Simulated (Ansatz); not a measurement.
# HfS2: 3 layers

Take HfS2 in the CdI2 type structure (space group P-3m1, No. 164; a = 3.606 Å, c = 5.768 Å; layered, stacked along the Cartesian z axis) as the base.

One thing is altered: a free-standing slab of 3 layers (9 atoms, 3 a layer) is cut normal to the stacking axis, with 15 Å of vacuum and the in-plane cell relaxed.

The values are results of DFT with PBE-D3(BJ), PAW potentials and a 420 eV plane-wave cutoff in Ansatz (a quantum-chemistry and plane-wave program), no spin-orbit coupling, not measurements. Settings: 11×11×1 k-points, 0.05 eV Fermi–Dirac smearing, for the changed cell.

The layer's space group (with vacuum) comes out as P-3m1 (No. 164) and the shortest interatomic distance is nearly the same (2.541 Å against 2.542 Å). The band gap goes up by 0.24 eV to 1.09 eV and the gap character comes out as indirect, Γ → M. The valence-band top at Γ (three highest levels, from the VBM) comes out as 0.00, 0.00, -0.05 eV and the excess energy per area of both faces (slab less bulk energy over the cell's area: twice a surface energy) is 0.42 J/m². The thickness between the outermost nuclei comes out as 14.48 Å and the in-plane lattice parameter a goes up by 0.004 Å (3.606 Å → 3.610 Å).

Cost of the whole job for the changed cell (relaxation, final SCF and bands): very roughly 100 core-seconds.

Slab and bulk use different k-meshes, which limits the precision of the excess energy. With Hf present, leaving out spin-orbit coupling can change the band edges. No phonon test of stability was made.
